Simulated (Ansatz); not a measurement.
The starting structures come from a database of crystals and need not be the phases stable at ambient conditions.

# Evanescent states of LuAlO3 (P6_3/mmc, not sure to be the ambient phase, 10 atoms a cell, 11.4 Å³ an atom, -2 GPa at this level) along the normal of (110)

Method: PBEsol (plane waves, PAW; Ansatz, a first-principles code).

No gap correction and no spin-orbit coupling; mid-gap values are interpolated between computed energies.

Energies count from the valence-band top; κ is the least over a 6×4 mesh across the current.

| E (eV) | κ (1/Å) | where |
|---|---|---|
| 0.08 | 0.168 | Γ |
| 0.24 | 0.264 | Γ |
| 0.40 | 0.278 | Γ |
| 0.56 | 0.287 | Γ |
| 0.72 | 0.295 | Γ |
| 0.88 | 0.299 | Γ |
| 1.04 | 0.302 | Γ |
| 1.20 | 0.303 | Γ |
| 1.36 | 0.302 | Γ |
| 1.52 | 0.299 | Γ |
| 1.68 | 0.294 | Γ |
| 1.84 | 0.288 | Γ |
| 2.00 | 0.279 | Γ |
| 2.16 | 0.269 | Γ |
| 2.32 | 0.256 | Γ |
| 2.48 | 0.240 | Γ |
| 2.64 | 0.221 | Γ |
| 2.80 | 0.197 | Γ |
| 2.96 | 0.167 | Γ |
| 3.12 | 0.126 | Γ |
| 3.28 | 0.051 | Γ |

Task: How thick must the barrier be to attenuate the transmission by 10^6 when the electrodes' Fermi level lies at 2.16 eV, and what attenuation does that film give at 1.20 eV?

Result: d = 6 ln 10 / (2 × 0.269) = 25.7 Å. At 1.20 eV it gives 6 × 0.303/0.269 = 6.8 decades.
